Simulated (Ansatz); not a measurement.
Partial pair distribution functions of a relaxed model of amorphous In24O38Zr, broadened by 0.06 Å; density 6.45 g/cm³. Computed with PBE, scalar-relativistic without spin-orbit coupling (plane waves to 420 eV, PAW; Ansatz, a first-principles code).

The cell was made by melting and quenching with the CHGNet potential and then relaxed with DFT. O atoms were pushed apart under 1.9 Å during the dynamics, to hinder bonds among them. The hot cell started wider than the set density and was brought back towards it in steps. It is the lowest in DFT energy of 2 quenches. It is a model cell: composition and starting density were chosen by hand, and all elements were melted together. No dispersion term was used. Its density started from a set value of 6.45 and ended at 6.45 g/cm³. The quench (nominally 280 K/ps over its main leg) was far faster than any real one, so the model tends to hold more defects than a real film. Values belong to this one cell and scatter from quench to quench. The volume was held where the preparation left it and the shape relaxed, at a PBE pressure of -0.3 GPa (tension).

```csv
r (Å),g In-O,g O-Zr,g In-In,g O-O
1.80,0.00,0.00,0.00,0.00
1.90,0.04,0.49,0.00,0.00
2.00,1.26,4.77,0.00,0.00
2.10,6.38,8.33,0.00,0.00
2.20,7.30,4.97,0.00,0.00
2.30,4.05,4.36,0.00,0.00
2.40,1.48,1.20,0.00,0.00
2.50,0.53,0.09,0.00,0.12
2.60,0.07,1.12,0.00,0.63
2.70,0.01,1.36,0.00,1.79
2.80,0.07,0.10,0.00,2.53
2.90,0.15,0.00,0.00,2.11
3.00,0.26,0.00,0.10,2.27
3.10,0.13,0.00,0.56,1.93
3.20,0.14,0.00,1.83,1.87
3.30,0.43,0.00,2.81,1.65
3.40,0.72,0.19,2.58,1.61
3.50,0.49,1.01,3.63,1.34
3.60,0.58,0.77,2.90,0.83
3.70,0.72,0.82,1.62,0.74
3.80,0.86,0.09,1.97,0.72
3.90,0.88,0.00,2.03,0.56
4.00,0.96,0.14,1.78,0.72
4.10,1.02,0.73,1.21,0.82
4.20,1.20,0.57,0.59,1.07
4.30,1.29,0.85,0.45,1.07
4.40,1.41,0.79,0.47,1.02
4.50,1.48,1.31,0.36,0.74
4.60,1.37,2.54,0.20,0.54
4.70,1.39,3.17,0.24,0.42
```

Within 2.64 Å each In has 5.50 O neighbours on average.
